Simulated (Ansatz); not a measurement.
Structures of equal composition on the (111) surface of fcc Rh: a pseudomorphic layer of Nb in the host's stacking; a pseudomorphic layer of Nb in the other hollow. The slabs share one bottom face, and each structure is named by its start. These are constructed structures in small cells; real faces may alloy, dewet or reconstruct in larger ones, and not all known structures of the face are among them. Slabs of about 11 Å, Fermi-Dirac smearing of 0.1 eV. Bottom of the slabs: a bare face, its two planes held. Relaxed from the named starts with such symmetry as they have, on meshes of like density; energies extrapolated to zero smearing; spin only where a row says so; no spin-orbit coupling, no U. Brackets mark spin-polarised runs, whose order is one that fits the cell.

Level of theory: PBE (plane waves to 420 eV, PAW; Ansatz, an electronic-structure program).

### Question
Put the candidates in order of energy per 1x1 cell, lowest first, for PBE.

### Answer
a pseudomorphic layer of Nb in the other hollow (0.000 eV), a pseudomorphic layer of Nb in the host's stacking (0.041 eV)
